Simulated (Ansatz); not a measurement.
System: AgZn (P-6m2, No. 187, 2 atoms in the cell; start mp-1187974; a measured phase of this formula has another space group). Method: LDA in Ansatz (plane waves, PAW).

Settings: plane-wave cutoff 520 eV, 22×22×12 k mesh (along the axes of the cell as run), Fermi–Dirac smearing 0.05 eV, no spin polarisation, scalar-relativistic PAW data made under PBE.

Cell (relaxed at this level):

Space group P-6m2 (No. 187); a = b = 2.821 Å, c = 4.288 Å, α = β = 90.00°, γ = 120.00°

| atom | site | symmetry | x | y | z |
|---|---|---|---|---|---|
| Zn | 1e | -6m2 | 0.6667 | 0.3333 | 0.0000 |
| Ag | 1d | -6m2 | 0.3333 | 0.6667 | 0.5000 |

Task: What does this level give for the bulk modulus?

Result: 
bulk modulus: 125 GPa

The run finds no gap.

Note: the bulk modulus is −V dP/dV from two relaxed cells at ±2 % in volume; the relaxation could not lower the start's symmetry, so the cell can be a saddle point above a distorted one.

Static lattice: no zero-point or thermal effects.

The result took around 4 core-minutes (rough).

A start named mp-… is a Materials Project structure, which need not be a measured phase.

Ansatz is a program for electronic structure.
